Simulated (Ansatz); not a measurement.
Take BAs in the zinc blende structure (space group F-43m, No. 216; a = 4.768 Å) as the base.

Now apply this change: a hydrostatic pressure of 2.1 GPa.

Levels (all Ansatz, an electronic-structure program, PAW): PBEsol (420 eV, no spin-orbit coupling); HSE06+SOC (420 eV, noncollinear with spin-orbit coupling).

The geometry is relaxed with PBEsol.

| Item | Value |
|---|---|
| PBEsol band gap | 1.07 eV |
| PBEsol valence-band top at Γ | 0.00, 0.00, 0.00 eV |

Question: How does going to HSE06+SOC change the band gap and valence-band top at Γ?

Answer: The band gap rises by 0.667 eV (1.07 eV → 1.73 eV); the valence-band top at Γ (three highest Kramers pairs, from the VBM) becomes 0.00, 0.00, -0.23 eV (PBEsol: 0.00, 0.00, 0.00 eV). The threefold valence maximum splits by Δso ≈ 0.23 eV.

Single points use the geometry relaxed with PBEsol. The hybrid gap comes from the SCF mesh plus the semilocal run's edge points and a few special points and is an upper bound. Differences between runs with and without spin-orbit coupling are approximate. Load acts through the strain it causes; cell and atoms are relaxed under it. Whether these cells are dynamically stable was not tested.
